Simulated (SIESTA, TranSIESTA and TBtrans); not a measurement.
Run with TranSIESTA and TBtrans (open boundaries, self-consistent; PseudoDojo norm-conserving potentials, scalar-relativistic): Spin polarized, PAO.BasisSize DZP, PAO.EnergyShift 0.15 eV, XC.Authors PBE, Mesh.Cutoff 200 Ry, ElectronicTemperature 300 K, TS.Voltage 0.0 eV, TBT.Elecs.Eta 0.001 eV.

Junction: Pd chain bridged by a linear C2 unit along the axis. Leads: straight Pd chain, spacing 2.5 Å. Geometry: as built, not relaxed.

### Question
Predict: conductance at 300 K (G0 = 2e²/h); thermopower (μV/K); mean T from −0.5 to 0.5 eV; spin polarisation of the conductance, (up − down)/(up + down).

### Answer
conductance at 300 K (G0 = 2e²/h): 1.74; thermopower (μV/K): -2.8; mean T from −0.5 to 0.5 eV: 1.84; spin polarisation of the conductance, (up − down)/(up + down): -0.51. The magnetic order of the leads was set by the start, and no other order was tried; the separate lead runs end at 0.76 (left) and 0.76 (right) μB an atom. The straight chain is held at its spacing; free chains may zigzag or dimerise.
